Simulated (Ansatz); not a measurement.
System: SrO (P6₃/mmc, No. 194, 4 atoms in the cell; start mp-754824; a measured phase of this formula has another space group). Method: PBEsol (plane waves, PAW; Ansatz, a quantum-chemistry and plane-wave program).

Input:

Ansatz 0.2 input:
```yaml
crystal:
  lattice:
    - [4.2357962585, 0.0, 0.0]
    - [-2.1178981292, 3.6683071651, 0.0]
    - [0.0, 0.0, 5.1089748725]
  atoms:
    - { symbol: Sr, position: [0.3333333333, 0.6666666667, 0.9375064907] }
    - { symbol: Sr, position: [0.6666666667, 0.3333333333, 0.4375064907] }
    - { symbol: O, position: [0.3333333333, 0.6666666667, 0.4374935093] }
    - { symbol: O, position: [0.6666666667, 0.3333333333, 0.9374935093] }
basis:
  ecutwfc: 520
  ecutrho_ratio: 4
  xc_grid: 2
kpoints:
  mp_grid: { grid: [12, 12, 8] }
  band_path:
    path:
      - [0.0, 0.0, 0.0]
      - [0.0625, 0.0, 0.0]
      - [0.125, 0.0, 0.0]
      - [0.1875, 0.0, 0.0]
      - [0.25, 0.0, 0.0]
      - [0.3125, 0.0, 0.0]
      - [0.375, 0.0, 0.0]
      - [0.4375, 0.0, 0.0]
      - [0.5, 0.0, 0.0]
      - [0.458333, 0.083333, 0.0]
      - [0.416667, 0.166667, 0.0]
      - [0.375, 0.25, 0.0]
      - [0.333333, 0.333333, 0.0]
      - [0.296296, 0.296296, 0.0]
      - [0.259259, 0.259259, 0.0]
      - [0.222222, 0.222222, 0.0]
      - [0.185185, 0.185185, 0.0]
      - [0.148148, 0.148148, 0.0]
      - [0.111111, 0.111111, 0.0]
      - [0.074074, 0.074074, 0.0]
      - [0.037037, 0.037037, 0.0]
      - [0.0, 0.0, 0.1]
      - [0.0, 0.0, 0.2]
      - [0.0, 0.0, 0.3]
      - [0.0, 0.0, 0.4]
      - [0.0, 0.0, 0.5]
      - [0.0625, 0.0, 0.5]
      - [0.125, 0.0, 0.5]
      - [0.1875, 0.0, 0.5]
      - [0.25, 0.0, 0.5]
      - [0.3125, 0.0, 0.5]
      - [0.375, 0.0, 0.5]
      - [0.4375, 0.0, 0.5]
      - [0.5, 0.0, 0.5]
      - [0.458333, 0.083333, 0.5]
      - [0.416667, 0.166667, 0.5]
      - [0.375, 0.25, 0.5]
      - [0.333333, 0.333333, 0.5]
      - [0.296296, 0.296296, 0.5]
      - [0.259259, 0.259259, 0.5]
      - [0.222222, 0.222222, 0.5]
      - [0.185185, 0.185185, 0.5]
      - [0.148148, 0.148148, 0.5]
      - [0.111111, 0.111111, 0.5]
      - [0.074074, 0.074074, 0.5]
      - [0.037037, 0.037037, 0.5]
      - [0.5, 0.0, 0.4]
      - [0.5, 0.0, 0.3]
      - [0.5, 0.0, 0.2]
      - [0.5, 0.0, 0.1]
      - [0.333333, 0.333333, 0.4]
      - [0.333333, 0.333333, 0.3]
      - [0.333333, 0.333333, 0.2]
      - [0.333333, 0.333333, 0.1]
    npoints: 1
hamiltonian:
  xc: pbesol
  dispersion: none
  pseudopotentials: { kind: paw }
scf:
  occupations: { method: fermi_dirac, width: 0.01 }
  convergence: { dr2_threshold: 0.0000000004 }
output:
  forces: true
  stress: true
  eigenvalues: true
  write_bands: true
```

Excerpt of the program's output:

```
WARN the atoms were moved onto the symmetric positions of the space group found under crystal.symmetry.tolerance 1.0e-5 (fractional …
Crystal: 4 atoms, lattice volume = 79.384 Å³
Basis set: ecut = 520 eV, 2149 PW (Γ), exchange–correlation on 64×64×80 points (8 copies of the dense FFT grid, shifted against one another)
Bands: 20, of which v1, the nominal top of the filled ones, is band 16 counted from 1 (15 counted from 0)
Symmetry: 24 space group operations
Space group: P63/mmc (ITA 194), of the structure as read, at distance tolerance 4.3e-5 Å
k-points: 95 of 1152
Functional: x = pbesol(κ = 0.804, μ = 0.12345679012345678), c = pbesol(β = 0.046)
SCF iter   1: F=—  HF=-8111.971888 eV  |F-HF|=—  |Δ(HF+E_count)|=         —  Δρ=1.22e-2  dr2=1.09e-1
SCF iter   2: F=—  HF=-8111.951604 eV  |F-HF|=—  |Δ(HF+E_count)|=   2.03e-2  Δρ=5.50e-3  dr2=1.73e-2
  ...
SCF iter   7: F=—  HF=-8111.947981 eV  |F-HF|=—  |Δ(HF+E_count)|=   1.15e-7  Δρ=6.02e-6  dr2=2.52e-8
SCF iter   8: F=-8111.947981 eV  HF=-8111.947981 eV  |F-HF|=2.81e-10  |Δ(HF+E_count)|=  7.96e-10  Δρ=4.73e-7  dr2=2.03e-10
SCF 1 converged in 8 iterations: F = -8111.947981 eV  dr2 = 2.03e-10
SCF converged after 8 iterations
Free energy (F): -8111.947981 eV
Internal energy: -8111.947981 eV  (E = F + TS)
E sigma→0 (E₀):  -8111.947981 eV
Fermi energy:    7.380888 eV
--- Stress (GPa, compression-positive) ---
        0.002844       0.000000       0.000000
        0.000000       0.002844       0.000000
        0.000000       0.000000       0.000501
  P = ⅓ Tr σ = 0.0021 GPa (0.021 kbar)
```

The PAW data were made under PBE.

A start named mp-… is a Materials Project structure, which need not be a measured phase.
